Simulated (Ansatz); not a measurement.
Start from ZnO (space group Pm-3n, No. 223; a = 5.577 Å; a hypothetical phase, not in the database extracts checked). Axes: x, y, z lie along the cube axes.

Computed with PBEsol (Ansatz, an electronic-structure program; PAW; 420 eV plane waves; without spin-orbit coupling).

Before the change:

| Property | Result |
|---|---|
| Valence-band top at Γ | 0.00, 0.00, 0.00 eV |

Perturbation: uniaxial strain ε_xx = +2.35 %, all other strain components held at zero, atoms relaxed at fixed cell.

Q: What does the calculation give for the stress after the change?

A: The stress (xx, yy, zz, yz, xz, xy; compression positive) is (-4.08, -1.83, -1.83, 0.00, 0.00, 0.00) GPa.

Q: How does this affect the energy relative to the base?

A: The energy grows by 4.4 meV/atom.

Q: What does the calculation give for the valence-band top at Γ after the change?

A: The valence-band top at Γ (three highest levels, from the VBM) changes from 0.00, 0.00, 0.00 eV to 0.00, 0.00, -0.11 eV.

The levels and masses belong to the bands next to the band gap. No phonon test of stability was made.
